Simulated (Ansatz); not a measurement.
Amorphous Ti10Al12O38, 60 atoms at 3.18 g/cm³, one PBE-relaxed geometry, zone centre. Methods: PBE, scalar-relativistic without spin-orbit coupling (Ansatz, an electronic-structure program); HSE06, scalar-relativistic without spin-orbit coupling (Ansatz). Plane waves to 420 eV (r2SCAN 500 eV); exact exchange is cut at the cell's faces. At PBE the levels at the filled edge of the gap are localised (band-tail or defect states), and the nearest spread-out levels lie 3.0 eV apart at the zone centre. All rungs ran without spin polarisation.

The cell was made by melting and quenching with the CHGNet potential and then relaxed with DFT. O atoms were pushed apart under 1.9 Å during the dynamics, to hinder bonds among them. It is the lowest in DFT energy of 2 quenches. It is a model cell: composition and starting density were chosen by hand, and all elements were melted together. No dispersion term was used. Its density started from a set value of 3.15 and ended at 3.18 g/cm³. The quench (nominally 140 K/ps over its main leg) was far faster than any real one, so the model tends to hold more defects than a real film. One small periodic cell is one sample of the glass; other quenches scatter about these values. The volume was free in the relaxation, at fixed shape. Stress components on the final sampling reach 1.8 GPa.

The relaxation ran on the zone centre alone. At PBE the level gap is 2.49 eV on a 2×2×2 Γ-centred mesh, and the spacing at the zone centre alone 2.54 eV.

Q: What zone-centre spacing does HSE06 give, roughly?

A: 4.17 eV (+1.63 eV against PBE).

The highest filled and the lowest empty state spread over these numbers of atoms (participation numbers): PBE: 2.2 and 9.3; HSE06: 2.2 and 9.2.
